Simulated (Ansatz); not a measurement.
Given:

```
CELL_PARAMETERS angstrom
      4.12463     0.00000     0.00000
     -2.06231     3.57203     0.00000
      0.00000     0.00000     6.70977
ATOMIC_POSITIONS crystal
  Cd 0.66667 0.33333 0.50020
  Cd 0.33333 0.66667 0.00020
  S  0.66667 0.33333 0.87680
  S  0.33333 0.66667 0.37680
```

Level of theory: HSE06, rigid bands (plane waves, PAW, scalar-relativistic; Ansatz, a quantum-chemistry and plane-wave program). Geometry: cell and atoms relaxed with PBEsol.

Problem. What conductivity effective mass do dilute holes have at 300 K?

Solution. 1.04 (x), 1.04 (y), 1.36 (z) mₑ.

Problem. Predict the electron conductivity mass (n e² τ/σ) at 300 K, by direction if it differs.

Solution. 0.187 (x), 0.187 (y), 0.172 (z) mₑ.

Problem. And the band gap?

Solution. 2.26 eV at this level.

Rigid bands, one relaxation time for all states, no polarons. Spin-orbit coupling is left out; where it splits the top of the valence band it changes the hole mass and lowers the gap by about a third of the splitting. Geometry: cell and atoms relaxed with PBEsol.
